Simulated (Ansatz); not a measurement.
White tin (β-Sn), treated with RPBE (PAW; Ansatz, an electronic-structure program).

Numerical settings: plane-wave cutoff 520 eV, 20×20×20 k mesh, Fermi–Dirac smearing 0.05 eV, scalar-relativistic PAW data made under PBE.

Shape and atoms are relaxed at each volume.

Pressure at four volumes; x = ln(V/29.274 Å³). One pressure is withheld.

```tsv
V (Å³/atom)	x	P (GPa)
28.103	-0.0408	?
28.688	-0.0202	0.92
29.274	0.0000	0.01
30.445	0.0392	-1.53
```

**Question.** Pass a parabola P(x) through the three rows shown, estimate the bulk modulus and its pressure derivative near zero pressure, and predict the withheld pressure.

**Answer.** Slopes between the rows: (0.01 − (0.92))/(0.0000 − (-0.0202)) = -45.05 and (-1.53 − (0.01))/(0.0392 − (0.0000)) = -39.29 GPa. Their difference over the span 0.0594 is c = 5.76/0.0594 = 97.0 GPa, so P(x) = 0.92 + (-45.05)(x − (-0.0202)) + 97.0 (x − (-0.0202))(x − (0.0000)). At the middle row B = −dP/dx = −[-45.05 + 97.0 × 0.0202] = 43.1 GPa, and B′ = dB/dP = 2c/B = 4.5. At x = -0.0408 the parabola gives 1.93 GPa; the run gives 1.95 GPa. The Birch–Murnaghan fit to the energies at all volumes has B0 = 43.1 GPa and B′ = 4.9.

Measured, for comparison: bulk modulus 57.0 GPa (temperature not stated, not corrected to a static lattice; as tabulated in Chen et al. (2023), arXiv:2209.05059). Computed less measured: bulk modulus -24 %.

Spin–orbit coupling is not included.
